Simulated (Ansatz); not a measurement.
Start from Nb₅Si₃ (space group P6_3/mcm, No. 193; a = 7.508 Å, c = 5.224 Å).

Level of theory: PBEsol (Ansatz, a quantum-chemistry and plane-wave program; PAW; 420 eV plane waves; no SOC).

For the base:

| Quantity | Value |
|---|---|
| Density | 7.15 g/cm³ |

It is then changed as follows: a hydrostatic pressure of 7.5 GPa.

### Question
What does the calculation give for the density after the change?

### Answer
The density increases by 0.256 g/cm³, from 7.15 g/cm³ to 7.40 g/cm³.

Load acts through the strain it causes; cell and atoms are relaxed under it. No phonon test of stability was made. No other phases were tried under pressure. All final runs are without spin polarisation.
